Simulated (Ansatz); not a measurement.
**WC (space group P-6m2, No. 187)**

Space group P-6m2 (No. 187); a = b = 2.922 Å, c = 2.847 Å, α = β = 90.00°, γ = 120.00°

```
atom  site  symmetry       x       y       z
----  ----  --------  ------  ------  ------
W       1a      -6m2  0.0000  0.0000  0.0000
C       1f      -6m2  0.6667  0.3333  0.5000
```

Level of theory: Ansatz (a program for electronic structure), PBE, PAW, cutoff 420 eV, no spin-orbit coupling. Settings: 18×18×16 k-points, 0.05 eV Fermi–Dirac smearing.

The volume per atom comes out as 10.52 Å³, the density is 15.45 g/cm³ and the band gap comes out as zero. The total energy is -5318.029 eV/atom (σ→0; compares only within this code and set-up).

Whether these cells are dynamically stable was not tested. The final runs are not spin-polarised.
